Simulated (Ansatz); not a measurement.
```
CELL_PARAMETERS angstrom
     19.50000     0.00000     0.00000
      0.00000    22.00000     0.00000
      0.00000     0.00000     3.89371
ATOMIC_POSITIONS crystal
  Si 0.40105 0.46776 0.98818
  Si 0.39781 0.52913 0.48923
  Si 0.49182 0.34925 0.50375
  Si 0.50267 0.40958 0.00256
  Si 0.49733 0.59042 0.50256
  Si 0.50818 0.65075 0.00375
  Si 0.60219 0.47087 0.98923
  Si 0.59895 0.53224 0.48818
  O  0.33736 0.41478 0.97516
  H  0.29534 0.42879 0.86800
  O  0.32521 0.57092 0.46535
  H  0.31675 0.59721 0.66125
  O  0.41613 0.31500 0.52403
  H  0.38200 0.33558 0.66571
  O  0.55239 0.29637 0.45948
  H  0.55733 0.26910 0.65425
  O  0.44761 0.70363 0.95948
  H  0.44267 0.73090 0.15425
  O  0.58387 0.68500 0.02403
  H  0.61800 0.66442 0.16571
  O  0.67479 0.42908 0.96535
  H  0.68325 0.40279 0.16125
  O  0.66264 0.58522 0.47516
  H  0.70466 0.57121 0.36800
```

Method: PBE (plane waves to 420 eV, PAW; Ansatz, a program for electronic structure). Mesh 1×1×8. No spin polarisation. One-dimensional cell, images about 11 Å apart. An idealised model, cut from the bulk lattice. Symmetry and one short period hold its shape; lower forms weren't sought.

Task: Tabulate the two highest filled and two lowest empty levels along the axis, from the valence top.

Result: 
```csv
k (2π/c),v2 (eV),v1 (eV),c1 (eV),c2 (eV)
0.000,-0.73,0.00,1.24,1.58
0.042,-0.83,-0.10,1.37,1.61
0.083,-1.05,-0.37,1.64,1.73
0.125,-1.32,-0.72,1.75,2.00
0.167,-1.51,-1.09,1.87,2.09
0.208,-1.55,-1.42,2.02,2.13
0.250,-1.57,-1.48,2.12,2.20
0.292,-1.53,-1.48,2.06,2.40
0.333,-1.48,-1.48,1.97,2.46
0.375,-1.47,-1.43,1.88,2.26
0.417,-1.45,-1.40,1.82,2.07
0.458,-1.41,-1.38,1.80,1.93
0.500,-1.39,-1.39,1.84,1.84
```
